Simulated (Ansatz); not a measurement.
Output of an Ansatz run (abridged):

```
WARN ansatz: RAYON_NUM_THREADS=1 ignored (pool sized by the plan → 1); use --threads N
Pseudopotentials: kind: paw
Pseudopotential: Ag, paw, valence charge 19
Pseudopotential: Bi, paw, valence charge 15
Pseudopotential: O, paw, valence charge 6
Crystal: 5 atoms, lattice volume = 74.643 Å³
Basis set: ecut = 420.4159175005146 eV, 1419 PW (Γ), exchange–correlation on 60×60×60 points (8 copies of the dense FFT grid, shifted against one another)
Bands: 32, of which v1, the nominal top of the filled ones, is band 26 counted from 1 (25 counted from 0)
Symmetry: 48 space group operations
Space group: Pm-3m (ITA 221), of the structure as read, at distance tolerance 4.2e-5 Å
k-points: 20 of 216
PAW frozen core: Ag, regenerated for the run's functional, and the local potential with it
PAW frozen core: Bi, regenerated for the run's functional, and the local potential with it
PAW frozen core: O, regenerated for the run's functional, and the local potential with it
Initial density: superposition of atomic densities (neutral atoms: chi_scale 0, normalization atom), corrected by the library's trained network
Initial wavefunctions: pseudopotential atomic-orbital guess
Eigensolver: davidson
Functional: x = pbesol(κ = 0.804, μ = 0.12345679012345678), c = pbesol(β = 0.046)
SCF iter   1: F=—  HF=-21440.813347 eV  |F-HF|=—  |Δ(HF+E_count)|=         —  Δρ=1.67e-2  dr2=1.89e-1  ethr=1.77e-3  ⟨swp⟩=6.2  Hψ=2628  notcnv=0
all-band conjugate gradients solve this SCF's bands
preconditioner: auto → LDOS
SCF iter   2: F=—  HF=-21440.773996 eV  |F-HF|=—  |Δ(HF+E_count)|=   3.94e-2  S|Δr|=    0.00e0  Δρ=9.03e-3  dr2=4.25e-2  ethr=3.63e-4  ⟨swp⟩=2.0  Hψ=1210  notcnv=0  defer=31
SCF iter   3: F=—  HF=-21440.769315 eV  |F-HF|=—  |Δ(HF+E_count)|=   4.68e-3  S|Δr|=    0.00e0  Δρ=3.67e-3  dr2=1.44e-2  ethr=8.16e-5  ⟨swp⟩=2.0  Hψ=1137  notcnv=0  defer=31
SCF iter   4: F=—  HF=-21440.767108 eV  |F-HF|=—  |Δ(HF+E_count)|=   2.21e-3  S|Δr|=    0.00e0  Δρ=2.40e-3  dr2=5.99e-3  ethr=2.77e-5  ⟨swp⟩=2.0  Hψ=957  notcnv=0  defer=31
SCF iter   5: F=—  HF=-21440.765681 eV  |F-HF|=—  |Δ(HF+E_count)|=   1.43e-3  S|Δr|=    0.00e0  Δρ=8.21e-4  dr2=8.38e-4  ethr=1.15e-5  ⟨swp⟩=2.5  Hψ=915  notcnv=0  defer=31
SCF iter   6: F=—  HF=-21440.765465 eV  |F-HF|=—  |Δ(HF+E_count)|=   2.15e-4  S|Δr|=    0.00e0  Δρ=2.02e-4  dr2=2.62e-5  ethr=1.61e-6  ⟨swp⟩=2.5  Hψ=986  notcnv=0  defer=30
SCF iter   7: F=—  HF=-21440.765296 eV  |F-HF|=—  |Δ(HF+E_count)|=   1.69e-4  S|Δr|=    0.00e0  Δρ=3.55e-5  dr2=3.62e-7  ethr=5.04e-8  ⟨swp⟩=2.0  Hψ=1037  notcnv=0  defer=29
SCF iter   8: F=-21440.765297 eV  HF=-21440.765297 eV  |F-HF|=7.68e-9  |Δ(HF+E_count)|=   9.58e-7  S|Δr|=    0.00e0  Δρ=5.08e-6  dr2=1.75e-8  ethr=1.92e-10  ⟨swp⟩=9.6  Hψ=2985  notcnv=0
SCF 1 converged in 8 iterations: F = -21440.765297 eV  dr2 = 1.75e-8
SCF converged after 8 iterations
Stability not checked (fill_not_monotonic)
Free energy (F): -21440.765297 eV
Harris-Foulkes:  -21440.765297 eV  (|F-HF|=7.68e-9)
Internal energy: -21440.766696 eV  (E = F + TS)
E sigma→0 (E₀):  -21440.765647 eV
Entropy (-TS):   0.001399 eV (0.280 meV/atom)
Fermi energy:    8.314028 eV
Step filling:    the computed levels leave a gap of 0.0092 eV = 0.1 smearing widths
--- Per-component energies (eV) ---
  E_band       = -439.235417
  E_kinetic    = 1347.325179
  E_local      = -5086.808187  (includes V_loc(G=0)·N_el)
  E_nonlocal   = 805.613008
  E_hartree    = 1981.624074
  E_xc         = -542.990639
  E_vxc        = -646.907073  (∫ρ·V_xc dr)
  E_paw        = -14812.227528  (= ΣΔE_a)
  E_vpaw       = -821.709416  (= ΣTr[D̂ρ^β])
  E_aug_tail   = 0.006750  (compensation charges beyond the density's cutoff)
  E_ewald      = -5133.827708
  E_core_change = 0.518355  (= ΣΔE_core)
  E_smearing   = 0.001399  (= −TS)
  E_closure    = -0.000000  (closes the sum)
  Σ components = -21440.765297   (vs F -21440.765297, Δ=0.00e0)
--- Forces (eV/Å), atoms counted from 1 ---
  atom   1  Ag     0.00000000     0.00000000     0.00000000
   [... zero for the other atoms too ...]
  max |Σ_I F_I| component: 1.18e-28 eV/Å
--- Stress (GPa, compression-positive) ---
       -4.446770      -0.000000       0.000000
       -0.000000      -4.446770       0.000000
        0.000000       0.000000      -4.446770
  P = ⅓ Tr σ = -4.4468 GPa (-44.468 kbar)
  The stress holds the Pulay correction. Without it, at fixed plane waves, as pw.x and ABINIT print it: P = -5.0070 GPa
--- Band table (eV; the first three rows and the last of 20) ---
  k-point 0: bands = ["-80.4453", "-44.0065", "-44.0065", "-44.0065", "-14.0885", "-14.0885", "-13.3788", "-13.3788", "-13.3788", "-10.0935", "-6.6539", "-6.6539", "2.8219", "2.8219", "2.8219", "4.0887", "6.8965", "6.8965", "7.0283", "7.0283", [...]
  k-point 1: bands = ["-80.4453", "-44.0066", "-44.0065", "-44.0065", "-14.0881", "-14.0283", "-13.3825", "-13.3825", "-13.3787", "-9.9769", "-6.9928", "-6.6502", "1.9422", "2.8691", "2.8691", "5.1595", "6.5827", "6.7394", "6.7394", "6.9384", [...]
  k-point 2: bands = ["-80.4453", "-44.0068", "-44.0065", "-44.0065", "-14.0873", "-13.9042", "-13.3900", "-13.3900", "-13.3784", "-9.6210", "-7.7860", "-6.6429", "1.2442", "2.9653", "2.9653", "5.4697", "6.2315", "6.5007", "6.5007", "7.0338", [...]
  k-point 19: bands = ["-80.4453", "-44.0069", "-44.0069", "-44.0069", "-13.6691", "-13.6691", "-13.4090", "-13.4090", "-13.4090", "-8.3306", "-8.3306", "-8.3306", "-3.4167", "5.6884", "5.6884", "5.6884", "6.9853", "6.9853", "6.9853", "7.1750", [...]
```

The structure:

```xyz
5
Lattice="4.2105 0.0000 0.0000 0.0000 4.2105 0.0000 0.0000 0.0000 4.2105" Properties=species:S:1:pos:R:3 pbc="T T T"
Ag     0.0000     0.0000     0.0000
Bi     2.1052     2.1052     2.1052
O      0.0000     2.1052     2.1052
O      2.1052     2.1052     0.0000
O      2.1052     0.0000     2.1052
```

What input produced this log?

Other spellings and defaults could give the same log, and not every line can be read from it. The input that was run (DFT, PBEsol, plane waves, default PAW files made with PBE):

Ansatz 0.2 input:
```yaml
crystal:
  lattice:
    - [4.210454, 0.000000, 0.000000]
    - [0.000000, 4.210454, 0.000000]
    - [0.000000, 0.000000, 4.210454]
  atoms:
    - { symbol: Ag, position: [0.000000, 0.000000, 0.000000] }
    - { symbol: Bi, position: [0.500000, 0.500000, 0.500000] }
    - { symbol: O, position: [0.000000, 0.500000, 0.500000] }
    - { symbol: O, position: [0.500000, 0.500000, 0.000000] }
    - { symbol: O, position: [0.500000, 0.000000, 0.500000] }
basis:
  ecutwfc: 30.9 Ry
kpoints:
  mp_grid: { grid: [6, 6, 6] }
hamiltonian:
  xc: pbesol
  pseudopotentials: { kind: paw }
scf:
  occupations: { method: methfessel_paxton, width: 0.0073 Ry }
output:
  forces: true
  eigenvalues: true
  stress: true
```

The starting cell was generated: these elements placed on a structure prototype, without a prior relaxation; it need not be a known phase or ordering of this composition. Spin-orbit coupling is off. With a pressure of about -4 GPa the cell is away from its equilibrium volume at this level. Ansatz's pressure includes its estimate of the finite-basis (Pulay) stress. Without the estimate this run gives -5.01 GPa. The run gives no clean gap (levels at the Fermi energy touch, overlap or are partly filled at this smearing), which alone does not show that the compound is a metal.

Ansatz is a program for electronic structure.
